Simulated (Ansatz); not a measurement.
We look at the energy change on adding LiF to slab B from Li (bcc) and F2 (gas). Reaction: cell B + Li (bcc) + 1/2 F2 (gas) → cell A. A negative value means that the right-hand side lies lower.

Cell A: a stack of composition Li2Al7F2 built on Al (fcc, Fm-3m) (100), with 7 atoms on that crystal's sites, 11 atoms, square cell of 2.82 Å (7.9 Å²), symmetry P4mm within 0.02 Å, 17.0 Å thick under 15 Å of vacuum, in-plane vectors held at the crystal's, which may strain the added film; planes from bottom to top: Al × 7 | LiF × 2, its two faces unlike (dipole correction applied); against B it holds LiF more, on a cell with one atom a plane; spin state with PBE: run without spin, k-point mesh 16×16×1.
```xyz
11
Lattice="2.8165 0.0000 0.0000 0.0000 2.8165 0.0000 0.0000 0.0000 32.1782" Properties=species:S:1:pos:R:3 pbc="T T T"
Al     0.0000     0.0000     7.6907
Al     1.4082     1.4082     9.7278
Al     0.0000     0.0000    11.7174
Al     1.4082     1.4082    13.7147
Al     0.0000     0.0000    15.7108
Al     1.4082     1.4082    17.7014
Al     0.0000     0.0000    19.7364
F      0.0000     0.0000    22.6270
Li     1.4082     1.4082    22.6615
F      1.4082     1.4082    24.6949
Li     0.0000     0.0000    24.6187
```

Cell B: a stack of composition LiAl7F built on Al (fcc, Fm-3m) (100), with 7 atoms on that crystal's sites, 9 atoms, square cell of 2.82 Å (7.9 Å²), symmetry P4mm within 0.02 Å, 14.9 Å thick under 15 Å of vacuum, in-plane vectors held at the crystal's, which may strain the added film; planes from bottom to top: Al × 7 | LiF, its two faces unlike (dipole correction applied); spin state with PBE: run without spin, k-point mesh 16×16×1.
```
CELL_PARAMETERS angstrom
      2.81646     0.00000     0.00000
      0.00000     2.81646     0.00000
      0.00000     0.00000    30.21123
ATOMIC_POSITIONS crystal
  Al 0.00000 0.00000 0.25854
  Al 0.50000 0.50000 0.32598
  Al 0.00000 0.00000 0.39182
  Al 0.50000 0.50000 0.45794
  Al 0.00000 0.00000 0.52403
  Al 0.50000 0.50000 0.58993
  Al 0.00000 0.00000 0.65730
  F  0.00000 0.00000 0.75250
  Li 0.50000 0.50000 0.75030
```

Reference: Li (bcc, Im-3m), 1 atom in the cell, k-point mesh 24×24×24 on the run's own vectors. Conventional cell: a = 3.322 Å, b = 3.322 Å, c = 3.322 Å, α = 90.00°, β = 90.00°, γ = 90.00°.

Reference: an isolated F2 molecule (singlet) in a box of 11 × 11 × 13 Å.

All numbers come from Ansatz (a first-principles code), plane waves with PAW, its default PAW set, cutoff 420 eV, 500 eV for r2SCAN. The structures are at rest with PBE+D3(BJ), within the held lattices; other levels are single points on them. Neutral cells; Fermi-Dirac smearing of at most 0.10 eV in the solids, energies taken to zero width. The lattices are those relaxed with PBE+D3(BJ) or held as stated, so at other levels the solids can be strained, which adds to the spread. A dispersion term (D3(BJ), or D4 for r2SCAN) was computed beside these levels and is taken off wherever the name lacks it. Static lattices, no vibrational contributions. The structures are the rest points that the relaxations reached, not proven lowest. No correction for cell size. Cell A has symmetry P4mm within 0.02 Å and got no random move, so less symmetric positions, which may lie lower, weren't tried. Cell B has symmetry P4mm within 0.02 Å and got no random move, so less symmetric positions, which may lie lower, weren't tried.

Give the value at the level PBE+D3(BJ).

-6.04 eV, for cell B + Li (bcc) + 1/2 F2 (gas) → cell A.

List the value at the remaining levels and say how far they part.


```csv
Functional,value (eV),less PBE+D3(BJ)
PBE,-5.91,0.13
r2SCAN,-6.38,-0.34
r2SCAN+D4,-6.42,-0.38
```

The levels shown span 0.51 eV, from r2SCAN+D4 (-6.42) to PBE (-5.91).
